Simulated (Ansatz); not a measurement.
**Response to strain in ZnS**

Base system: ZnS in the wurtzite structure (space group P6_3mc, No. 186; a = 3.738 Å, c = 6.143 Å). Axes: x lies along a and z along c of the hexagonal cell.

Strains are applied to the cell and any free atomic positions relax.

The values are results of Kohn–Sham DFT with the LDA functional, run in Ansatz (a quantum-chemistry and plane-wave program) with PAW and 420 eV plane waves, no spin-orbit coupling, not measurements.

Notes on the quantities. pressure: mean of the normal stresses, compression positive; energy relative to the base: free energy F.

```csv
case,band gap,pressure,energy relative to the base,volume per atom
base,2.19 eV,0.00 GPa,0 meV/atom,18.59 Å³
tensor shear ε_xz = +2.00 %,…,-0.01 GPa,…,18.58 Å³
tensor shear ε_xz = +0.67 %,2.18 eV,0.00 GPa,+0.3 meV/atom,18.59 Å³
tensor shear ε_xz = +1.33 %,2.16 eV,0.00 GPa,+1.3 meV/atom,18.58 Å³
tensor shear ε_xz = +1.67 %,2.15 eV,-0.01 GPa,+2.0 meV/atom,18.58 Å³
tensor shear ε_xz = +0.33 %,2.19 eV,0.00 GPa,+0.1 meV/atom,18.59 Å³
tensor shear ε_xz = +1.00 %,2.17 eV,0.00 GPa,+0.7 meV/atom,18.58 Å³
```

Q: What belongs in the blanks?

A: 
- tensor shear ε_xz = +2.00 %, band gap: 2.14 eV
- tensor shear ε_xz = +2.00 %, energy relative to the base: +2.8 meV/atom

Stability against distortions was not tested.
